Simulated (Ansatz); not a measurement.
## A short convergence ladder for AlGaN₂ (P3m1, 4 atoms in the cell)

```yaml
crystal:
  lattice:
    - [3.12955, 0.00000, 0.00000]
    - [-1.56478, 2.71027, 0.00000]
    - [0.00000, 0.00000, 5.07141]
  atoms:
    - { symbol: Al, position: [0.00000, 0.00000, 0.00912] }
    - { symbol: Ga, position: [0.66667, 0.33333, 0.49717] }
    - { symbol: N, position: [0.66667, 0.33333, 0.11180] }
    - { symbol: N, position: [0.00000, 0.00000, 0.62816] }
```

Base method: LDA (PW92), default PAW files made with PBE (plane waves; Ansatz, a first-principles code).

Base settings: basis.ecutwfc = 420 eV; kpoints.mp_grid.grid = 9 9 5; hamiltonian.xc = lda; hamiltonian.pseudopotentials = {kind: paw} (the program's default PAW files); scf.occupations.method = fixed.

**The width of Fermi-Dirac smearing**

In this ladder: scf.occupations.method = fermi_dirac.

The mesh stays at the base's, so the ladder's end is converged at best in this setting alone.

Only quantities that move along the ladder and can be compared are tabulated.

```csv
scf.occupations.width,free energy less the last step's (meV/atom),pressure (GPa),largest difference of a force vector from the last step's (eV/Å)
1 eV,-83.76,1.38,0.182
0.5 eV,-2.21,-1.90,0.012
0.2 eV,0.00,-2.09,0.000
0.1 eV,0.00,-2.09,0.000
0.02 eV,0.00,-2.09,0.000
```

Widest scf.occupations.width that holds the pressure within 0.05 GPa of the last step, with all finer ones: 0.2 eV; the step before is off by 0.19 GPa.

Widest scf.occupations.width that holds the forces within 0.01 eV/Å of the last step, with all finer ones: 0.2 eV; the step before is off by 0.012 eV/Å.

Widest scf.occupations.width that holds the free energy within 0.5 meV/atom of the last step, with all finer ones: 0.2 eV; the step before is off by 2.2 meV/atom.

On the base run: the starting cell comes from a database of computed structures (which also holds hypothetical and non-ambient phases and stackings), without a prior relaxation at this level. Its lattice was rescaled by up to half a per cent. One atom was moved a little off its site on purpose. Ansatz's pressure includes its estimate of the finite-basis (Pulay) stress.

Keys are those of Ansatz 0.2.
